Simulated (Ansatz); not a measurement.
## Ge: stress against strain

Ge (diamond, Fd-3m, 22.838 Å³/atom at rest) under an equal strain ε in the (001) plane with the normal axis free, as in a coherent film. r2SCAN in Ansatz, a plane-wave DFT program (PAW, default set), 500 eV, 10×10×10 Γ-centred mesh, Fermi-Dirac smearing 0.05 eV; ions are relaxed within the symmetry of each cell. Stress is positive for a compressed cell.

Here s stands for strain and y for stress xx.

```
strain (%)  stress xx (GPa)
----------  ---------------
-1.50                  2.23
-1.00                  1.46
-0.50                  0.72
0.00                   0.01
0.50                  -0.68
1.00                  -1.33
1.50                  -1.94
3.00                      ?
```

### Question
Using a straight line, estimate the missing y at s = 3.00 from the other rows, showing the fit.

### Answer
Means: s 0, y 0.067. About the means, the sum of products is -9.7450 and the sum of squares of s is 7.0000; the slope is their ratio. Least squares gives y = 0.067 - 1.3921·s. Residuals (row less fit): 0.075, 0.001, -0.043, -0.057, -0.051, -0.005, 0.081; standard error 0.063 (degrees of freedom: 5). The slope gives the biaxial elastic modulus of this plane = 139 ± 2 GPa. At the withheld row, y = 0.067 - 1.3921 × 3.0 = -4.109 GPa. The calculation gives -3.65 GPa, 0.459 GPa above the prediction (7.8 % of the range of y in the table). The row lies outside the fitted rows, so this is an extrapolation. From the scatter of the fitted rows alone, a prediction at this place has a standard error of 0.098 GPa, so the miss is 4.7 times that.

One order more, fitted to all 13 runs of the series, follows each within 0.01, so the miss is the next term of a smooth law. This level leaves no gap over 0.05 eV at strain 1.50, where the mesh may be coarse. Rows are the converged runs of the series near zero and its far end; series whose fitted rows scatter by over a few per cent of the range, as at a crossing or softening among them, aren't shown in this form. Most that stay on the fit to the last digits aren't either.
